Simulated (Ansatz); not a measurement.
Base system: GaN in the zinc blende structure (space group F-43m, No. 216; a = 4.4981 Å).

Method: PBEsol/PAW in Ansatz (a program for electronic structure), no spin-orbit coupling.

Strains are applied to the cell and any free atomic positions relax.

One change was made to it. Results:

```csv
quantity,base,after
pressure,0.00 GPa,-2.72 GPa
band gap,1.70 eV,1.61 eV
energy relative to the base (free energy F),0 meV/atom,+1.5 meV/atom
"hole mass (degenerate bands, along [100])","0.16, 0.86, 0.86 mₑ (at Γ)","0.15, 0.87, 0.87 mₑ (at Γ)"
```

Task: Name the change that was made.
A) isotropic strain +2.50 %
B) isotropic strain −3.00 %
C) isotropic strain +1.50 %
D) isotropic strain +0.50 %

Result: D, isotropic strain +0.50 %. For comparison, the band gap in the other runs: isotropic strain −3.00 % gives 2.28 eV; isotropic strain +2.50 % gives 1.24 eV; isotropic strain +1.50 % gives 1.42 eV.

Masses are band curvatures over ±0.01 Å⁻¹ around the edge. No phonon test of stability was made. This is not the structure that GaN has at room temperature and ambient pressure.
